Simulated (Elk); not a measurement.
Worked example: self-consistent single point of Hf₂Al₃Au (P1, 6 atoms in the cell) in Elk.

Method: Elk 10.2.4 with LDA (PW92), all-electron FP-LAPW, Elk's shipped species files, default APW+lo basis.

The change in words: lattice scaled by 0.98. Reference geometry:
```
CELL_PARAMETERS angstrom
      2.64712     1.52832     4.24390
     -2.64712     1.52832     4.24390
      0.00000    -3.05663     4.24390
ATOMIC_POSITIONS crystal
  Hf 0.36168 0.37738 0.38965
  Hf 0.62696 0.60309 0.61763
  Al 0.50284 0.00654 0.00027
  Al 0.01356 0.50466 0.99088
  Al 0.99468 0.01992 0.48797
  Au 0.00030 0.98841 0.01359
```

Reference input (self-consistent single point, DFT, LDA (PW92), all-electron FP-LAPW, Elk's shipped species files, default APW+lo basis): swidth = 0.00367493 Ha; ngridk = 4 4 4; maxscl = 100. This run's input differs from it in these lines:

```diff
@@ -10,5 +10,5 @@
 avec
-    5.0023316370    2.8880970998    8.0198088506
-   -5.0023316370    2.8880970998    8.0198088506
-    0.0000000000   -5.7761954517    8.0198083997
+    4.9022853385    2.8303357598    7.8594125263
+   -4.9022853385    2.8303357598    7.8594125263
+    0.0000000000   -5.6606715197    7.8594125263
```

Log, with long lists cut:

```
│ Self-consistent loop started │
│ Loop number : 1 │
 total energy                :     -49882.1445989
│ Loop number : 2 │
 total energy                :     -49885.3920691
RMS change in Kohn-Sham potential (target) :   0.3354712590     (  0.1000000000E-05)
Absolute change in total energy (target)   :    3.247470251     (  0.1000000000E-03)
│ Loop number : 3 │
 total energy                :     -49906.1998437
RMS change in Kohn-Sham potential (target) :   0.2424027264     (  0.1000000000E-05)
Absolute change in total energy (target)   :    21.61964216     (  0.1000000000E-03)
│ Loop number : 4 │
   [... lines left out ...]
Absolute change in total energy (target)   :   0.1554903392E-02 (  0.1000000000E-03)
│ Loop number : 15 │
 total energy                :     -49940.9094018
RMS change in Kohn-Sham potential (target) :   0.6497472596E-06 (  0.1000000000E-05)
Absolute change in total energy (target)   :   0.6895023034E-03 (  0.1000000000E-03)
│ Loop number : 16 │
 total energy                :     -49940.9093259
RMS change in Kohn-Sham potential (target) :   0.2578728257E-06 (  0.1000000000E-05)
Absolute change in total energy (target)   :   0.9647920524E-04 (  0.1000000000E-03)
Convergence targets achieved

│ Loop number : 17 │

Energies :
 Fermi                       :     0.348597889261
 total energy                :     -49940.9093037

Density of states at Fermi energy :    109.1111780
 (states/Hartree/unit cell)

Estimated indirect band gap :   0.6915962940E-03
 from k-point     33 to k-point      9
Estimated direct band gap   :   0.8811878248E-02
 at k-point     60

Charges :
 core                        :    152.0000000
 valence                     :    110.0000000
 interstitial                :    9.348385797
 muffin-tins (core leakage)
  species :    1 (Hf)
   atom    1                 :    70.55096641     (  0.3396545409E-06)
   atom    2                 :    70.55784170     (  0.3399375217E-06)
  species :    2 (Al)
   atom    1                 :    11.10877702     (  0.1080642753E-02)
   atom    2                 :    11.11477690     (  0.1081841451E-02)
   atom    3                 :    11.11530529     (  0.1081948761E-02)
  species :    3 (Au)
   atom    1                 :    78.20394688     (  0.2645148123E-03)
 total in muffin-tins        :    252.6516142
 total calculated charge     :    261.9629553
 total charge                :    262.0000000
 error                       :   0.3704467344E-01

│ Self-consistent loop stopped │
```

The run converged in 17 iterations. The count includes the last loop, which Elk runs after its targets are met. 

The starting cell comes from a database of computed structures (which also holds hypothetical and non-ambient phases and stackings), without a prior relaxation at this level. Its atoms were displaced at random from the sites of space group no. 166. For this run, on top of that: lattice scaled by 0.98. Spin-orbit coupling is off. Values depend on the basis (sphere radii, cutoffs, local orbitals), which need not be converged. The log's line on a gap gives a spacing of levels on this mesh, which the program prints for metals too.

Cost on one core of a shared machine: roughly 4 min.
